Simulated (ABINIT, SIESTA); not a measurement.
**SIESTA against ABINIT: the gap on the mesh of tetrahedral semiconductors**

PBE single points on the same cell and mesh in two programs: ABINIT (plane waves, norm-conserving pseudopotentials (PseudoDojo nc-sr-05 PBE standard)) and SIESTA (numerical atomic orbitals DZP, PseudoDojo PBE standard norm-conserving potentials (rewritten from UPF to PSML)), each at the cutoffs shown, which weren't converged row by row, so neither column is a reference. The number in brackets is the space group.

Here x stands for gap on the mesh, ABINIT and y for gap on the mesh, SIESTA.

```csv
crystal,"gap on the mesh, ABINIT (eV)","gap on the mesh, SIESTA (eV)",cell as run (Å³/atom),k mesh,cutoffs
GaP (216),1.330,1.441,21.48,5×5×5,1088 eV / grid 5442 eV
GaN (216),1.341,1.343,12.20,6×6×6,1143 eV / grid 4762 eV
AlAs (216),1.439,?,22.67,8×8×8,1143 eV / grid 4082 eV
SiC (186),2.276,2.264,10.32,6×6×4,1116 eV / grid 4082 eV
AlN (186),4.003,4.101,10.70,12×12×7,1143 eV / grid 4762 eV
C (227),4.309,4.380,5.41,13×13×13,1116 eV / grid 5442 eV
```

Q: Fit y against x with a straight line, and predict the withheld value at x = 1.439.

A: With u = x - 2.7, the rows have u = -1.3700, -1.3590, -0.4240, 1.3030, 1.6090. Means: u -0.048200, y 2.7058. About the means, the sum of products is 8.2839 and the sum of squares of u is 8.1786; the slope is their ratio. Least squares gives y = 2.7546 + 1.01287·u. Residuals (row less fit): 0.0740, -0.0351, -0.0611, 0.0266, -0.0043; standard error 0.0610 (degrees of freedom: 3). Full agreement would be y = x; this line has slope 1.013 and stands 0.055 eV from it at x = 2.700. At the withheld row, u = -1.2610, so y = 2.7546 + 1.01287 × (-1.2610) = 1.477 eV. The calculation gives 1.621 eV, 0.144 eV above the prediction (4.7 % of the range of y in the table). The row lies between fitted rows. From the scatter of the fitted rows alone, a prediction at this place has a standard error of 0.0717 eV, so the miss is 2.0 times that.

Copying x would have missed this row by 0.182. The cells are not relaxed at this level: typed lattice constants and structures from a database of calculations, some with the lattice rescaled by up to 2.5 %. Spin-orbit coupling is off, which matters for the heavier members. Gaps are read on the mesh, which need not hold the band edges; crystals whose gap falls under 0.15 eV in either column are left out. SIESTA: values carry the incompleteness of an atom-centred basis. The rows, and the inner row withheld, were drawn at random from non-magnetic crystals of this class with sound runs on fine meshes; tables whose line scatters by over 5 % of the range, or whose columns agree throughout, aren't shown.
